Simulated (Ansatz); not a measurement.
## Pressure series in Sc

Start from Sc in the hcp (Mg type) structure (space group P6_3/mmc, No. 194; a = 3.3194 Å, c = 5.1664 Å).

Cell and atoms are relaxed at each pressure.

Computed with Kohn–Sham DFT with the PBE functional, run in Ansatz (a first-principles code) with PAW and 420 eV plane waves, spin-orbit coupling left out.

| variant | c/a ratio | shortest interatomic distance |
|---|---|---|
| base | 1.556 | 321.6 pm |
| pressure −2 GPa | 1.558 | 326.0 pm |
| pressure −1 GPa | 1.557 | 323.7 pm |
| pressure 0.9 GPa | 1.556 | 319.9 pm |
| pressure 2.1 GPa | 1.554 | 317.6 pm |
| pressure 4.5 GPa | [?] | [?] |
| pressure 9 GPa | 1.547 | 307.0 pm |
| pressure 15 GPa | 1.540 | 299.9 pm |
| pressure 22.5 GPa | 1.537 | 292.8 pm |
| pressure 30 GPa | 1.541 | 287.2 pm |

Fill in the withheld entries from the trend.


- pressure 4.5 GPa, c/a ratio: 1.552
- pressure 4.5 GPa, shortest interatomic distance: 313.6 pm

Load acts through the strain it causes; cell and atoms are relaxed under it. Whether these cells are dynamically stable was not tested. No other phases were tried under pressure. All final runs are without spin polarisation.
